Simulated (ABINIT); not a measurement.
Band structure of PbS (Fm-3m, 2 atoms in the cell).

```
PbS
1.0
    0.00000     2.93080     2.93080
    2.93080     0.00000     2.93080
    2.93080     2.93080     0.00000
Pb S
1 1
Direct
  0.00000   0.00000   0.00000
  0.50000   0.50000   0.50000
```

Method of the run: PBE, norm-conserving pseudopotentials (PseudoDojo nc-sr-05 PBE standard) (plane waves; ABINIT 10.0.3).

Settings: pseudos = [Pb.upf, S.upf]; ecut = 31 Ha; occopt = 3; tsmear = 0.00036749 Ha; ngkpt = 5 5 5; nshiftk = 1; shiftk = 0 0 0; potentials = PseudoDojo nc-sr-05 PBE standard; kptopt = 1; nstep = 60; tolvrs1 = 1e-11; ndtset = 2; getden2 = 1.

The starting cell has typed, rounded lattice constants, without a prior relaxation at this level. Its lattice was rescaled by a random factor within 2.5 % of one. Spin-orbit coupling is off.

### Question
Predict the gap along the standard path and the places of the band edges.

### Answer
The gap along the path is 0.23 eV, direct at L to within 0.01 eV.

Levels in eV from the top of the valence band on the SCF mesh, bands 7 to 14:
```tsv
point	7	8	9	10	11	12	13	14
Γ	-5.56	-1.94	-1.94	-1.94	5.72	5.72	5.72	7.03
X	-6.85	-5.10	-3.27	-3.27	4.12	6.10	6.22	6.22
W	-7.67	-4.29	-4.29	-0.69	2.58	5.07	5.07	8.62
K	-7.72	-4.66	-2.74	-2.22	3.73	4.58	5.52	6.62
L	-8.65	-1.52	-1.52	0.45	0.68	2.29	2.29	9.12
U	-7.72	-4.66	-2.74	-2.22	3.73	4.58	5.52	6.62
```
